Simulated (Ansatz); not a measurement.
For Al (model structure, Pm-3n, No. 223, 8 atoms in the cell), PBEsol (plane waves, PAW; Ansatz, an electronic-structure program) gives:

| Quantity | Value |
|---|---|
| lattice constant a | 5.102 Å |
| bulk modulus B0 | 78.1 GPa |
| cohesive energy | 3.73 eV/atom |

**Question.** What does r²SCAN (Ansatz, PAW) give for the same quantities?

**Answer.** 
- lattice constant a: 5.073 Å (decreases by 0.6 %)
- bulk modulus: 87.5 GPa (goes up by 12 %)
- cohesive energy: 3.50 eV/atom (decreases by 0.23 eV/atom)

Changes are worked out from the printed values.

Unless a cell is named, each level is at its own relaxed cell (PBEsol 16.60, r²SCAN 16.32 Å³/atom).

Caveats: the bulk modulus is −V dP/dV from two relaxed cells at ±2 % in volume (PBEsol, r²SCAN). Ansatz's density-functional and Hartree–Fock values are scalar-relativistic unless marked +SOC, with PAW data made under PBE.

A model structure was made by putting elements into a prototype or built by hand; it is no filed structure, need not be a known phase, and can be a saddle point held by its symmetry.
